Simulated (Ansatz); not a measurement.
Pt (Fm-3m), Ansatz (a quantum-chemistry and plane-wave program) with PBEsol, DFPT electron-phonon coupling, linearised Boltzmann equation: Condition of this run: hydrostatic pressure 15 GPa (the target of the relaxation). phonon-limited resistivity 5.89 μΩ·cm at 300 K, 7.87 μΩ·cm at 400 K, current-weighted mean free path 7.6 nm, Drude plasma energy 9.47 eV.

Task: What Drude relaxation time do resistivity and plasma energy imply?

Result: ω_p = 1.44e16 s⁻¹, so τ = 1/(ε₀ ω_p² ρ) = 9.26 fs, a damping ħ/τ of 71.1 meV.

Task: Estimate the electronic thermal conductivity at 300 K by the Wiedemann-Franz law (L₀ = 2.44×10⁻⁸ W·Ω/K²).

Result: L₀T/ρ = 2.44×10⁻⁸ × 300/(5.89×10⁻⁸) = 124 W/(m·K). Inelastic scattering puts the true Lorenz number somewhat under L₀ near and below the Debye temperature.

Task: Estimate the resistivity of a 80 nm square wire with diffuse walls from ρ ≈ ρ₀(1 + 3ℓ/4d).

Result: 1 + 0.75 × 7.6/80 = 1.07, so ρ ≈ 6.31 μΩ·cm and a line 1 μm long has 9.86 Ω. The formula is the free-electron limit for d well above ℓ; grain boundaries add to it.

A metal at this level (no band gap). Only scattering by harmonic phonons is included (no impurities, grain boundaries, electron-electron scattering or thermal expansion). Spin-orbit coupling is left out, which matters with elements this heavy. Halving the electron mesh (36x36x36) moves the resistivity by up to 4 % at 300 K, the mean free path by up to 5 %. Smearing 0.20 eV; phonons on a 6x6x6 q mesh, which this run doesn't test.
